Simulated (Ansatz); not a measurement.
```xyz
2
Lattice="0.0000 2.1071 2.1071 2.1071 0.0000 2.1071 2.1071 2.1071 0.0000" Properties=species:S:1:pos:R:3 pbc="T T T"
O      0.0000     0.0000     0.0000
Mg     2.1071     2.1071     2.1071
```

The cell is fixed at its relaxed static size. Melting and transitions to other phases are not modelled. An odd repeat of the supercell leaves out some zone-boundary points, where instabilities often lie.

**Question.** Estimate each atom's mean-square displacement (sum over three axes) at 1500 K from path-integral sampling on the energy surface fitted in the stochastic self-consistent harmonic approximation in a 3×3×3 supercell, Ansatz (a program for electronic structure), PBEsol functional, plane-wave PAW.

**Answer.** O1 0.043 Å², Mg2 0.045 Å². Waves longer than the supercell are missing, so the values are low for an infinite crystal. Over all wave vectors of the supercell the softest harmonic mode is 225 cm⁻¹ at q = (0.00, 0.00, 0.33); the softest of the Hessian is 224 cm⁻¹ at q = (0.00, 0.00, 0.33) at 300 K (error under 1; the run's verdict: stable), 220 cm⁻¹ at q = (0.00, 0.00, 0.33) at 1500 K (error under 1; the run's verdict: stable).
